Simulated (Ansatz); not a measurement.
Cells marked so need not be the phases stable at ambient conditions, and some may be hypothetical.

 Where the default PAW files enter, the runs use the earlier of Ansatz's two default sets.

The gap is the functional's own. No spin-orbit coupling. Mid-gap values are interpolated on the energy grid.

A. K$_{2}$MgCl$_{4}$ (I4/mmm, not sure to be the ambient phase, 7 atoms a cell, 27.1 Å³ an atom), along the normal of (101)
B. Al₂CdS₄ (Fd-3m, spinel, not sure to be the ambient phase, 14 atoms a cell, 19.4 Å³ an atom), along the normal of (001)
C. KRb2GaF6 (Fm-3m, not sure to be the ambient phase, 10 atoms a cell, 16.8 Å³ an atom), along the normal of (001)
D. ScF₃ (R-3c, not sure to be the ambient phase, 8 atoms a cell, 16.4 Å³ an atom), along the normal of (001)

Task: Put the candidates in order of mid-gap decay constant of the slowest evanescent state, lowest first, for r2SCAN (Ansatz, an electronic-structure program).

Result: B (0.21 1/Å), A (0.42 1/Å), C (0.54 1/Å), D (0.65 1/Å)
